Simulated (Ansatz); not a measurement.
**Al₂O₃ in the corundum structure (space group R-3c, No. 167)**

```yaml
crystal:
  lattice:
    - [2.40399, 1.38794, 4.37387]
    - [-2.40399, 1.38794, 4.37387]
    - [0.00000, -2.77589, 4.37387]
  atoms:
    - { symbol: Al, position: [0.35213, 0.35213, 0.35213] }
    - { symbol: Al, position: [0.14787, 0.14787, 0.14787] }
    - { symbol: Al, position: [0.64787, 0.64787, 0.64787] }
    - { symbol: Al, position: [0.85213, 0.85213, 0.85213] }
    - { symbol: O, position: [0.55616, 0.94384, 0.25000] }
    - { symbol: O, position: [0.25000, 0.55616, 0.94384] }
    - { symbol: O, position: [0.94384, 0.25000, 0.55616] }
    - { symbol: O, position: [0.44384, 0.05616, 0.75000] }
    - { symbol: O, position: [0.75000, 0.44384, 0.05616] }
    - { symbol: O, position: [0.05616, 0.75000, 0.44384] }
```

Method: PBE (Ansatz, a quantum-chemistry and plane-wave program), no SOC, earlier PAW set. Γ-centred 8×8×8 mesh, Fermi–Dirac width 0.05 eV.

| Item | Result |
|---|---|
| Volume per atom | 8.76 Å³ |
| Density | 3.87 g/cm³ |
| Band gap | 5.86 eV, direct at Γ |
| Electron mass | 0.38 mₑ along c, 0.37 mₑ across |
| Lowest conduction-band minima above the VBM | Γ 5.86 eV |
| Total energy | -556.966 eV/atom (σ→0; compares only within this code and set-up) |

Masses are band curvatures over ±0.01 Å⁻¹ around the edge. Whether these cells are dynamically stable was not tested.
